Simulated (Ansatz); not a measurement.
**ZnO under load (space group P6_3mc): band-edge transport data**

Consider the following.

```
ZnO
1.0
    3.17234     0.00000     0.00000
   -1.58617     2.74733     0.00000
    0.00000     0.00000     5.12219
Zn O
2 2
Direct
  0.33333   0.66667   0.99811
  0.66667   0.33333   0.49811
  0.33333   0.66667   0.37689
  0.66667   0.33333   0.87689
```

The numbers are results of PBE with spin-orbit coupling, rigid bands (plane waves, PAW; Ansatz, an electronic-structure program), not measurements. Condition of this run: hydrostatic pressure of 8.8 GPa (compression positive) (the target of the relaxation). Geometry: cell and atoms relaxed with PBEsol, then loaded as said.

| Property | Result |
|---|---|
| band gap | 0.86 eV |
| electron conductivity mass (300 K, dilute) | 0.180 mₑ |
| hole conductivity mass (300 K, dilute) | 1.76 (x), 1.76 (y), 2.8 (z) mₑ |
| effective density of states N_c (300 K) | 1.8e18 cm⁻³ |
| effective density of states N_v (300 K) | 6.8e19 cm⁻³ |
| density-of-states mass, electrons | 0.170 mₑ |
| density-of-states mass, holes | 1.95 mₑ |
| Seebeck coefficient, n-type 1e19 cm⁻³, 300 K | -104 μV/K |
| best n-type power factor at 300 K for τ = 10 fs (best axis; densities from 1e16 to 1e21 cm⁻³ tried, whether or not they can be reached) | 1.59 μW/(cm·K²) at 1e19 cm⁻³ |
| Seebeck coefficient, p-type 1e19 cm⁻³, 300 K | 426 μV/K |

Rigid bands; masses and Seebeck coefficients take one relaxation time τ for all states and one kind of carrier; polarons and phonon drag are left out. Geometry: cell and atoms relaxed with PBEsol.
